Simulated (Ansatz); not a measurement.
Base system: MgSe in the rock salt structure (space group Fm-3m, No. 225; a = 5.473 Å). Axes: x, y, z lie along the cube axes.

Calculations: r2SCAN in Ansatz (plane waves to 500 eV, PAW, scalar-relativistic without spin-orbit coupling), earlier PAW set.

Base values:

| Quantity | Value |
|---|---|
| Valence-band top at Γ | 0.00, 0.00, 0.00 eV |
| Valley order | X along ⟨100⟩ 2.48 eV; Γ 3.44 eV |

Perturbation: the cell is stretched by 3.05 % along y with no lateral relaxation, atoms relaxed at fixed cell.

### Question
What does the calculation give for the valence-band top at Γ, valley order and hole mass after the change?

### Answer
The valence-band top at Γ (three highest levels, from the VBM) becomes 0.00, -0.14, -0.14 eV (base: 0.00, 0.00, 0.00 eV); the valley order (the lowest conduction-band minima on the path, energy above the VBM, named in the base's zone) becomes X along [100] 2.30 eV; X along [010] 2.44 eV; Γ 3.14 eV (base: X along ⟨100⟩ 2.48 eV; Γ 3.44 eV); the hole mass comes out as 0.19 mₑ along y, 0.85 mₑ across (at Γ).

The levels and masses belong to the bands next to the band gap. The cells carry an imposed strain or load. Masses are band curvatures over ±0.01 Å⁻¹ around the edge. Whether these cells are dynamically stable was not tested.

Ansatz is a program for electronic structure.
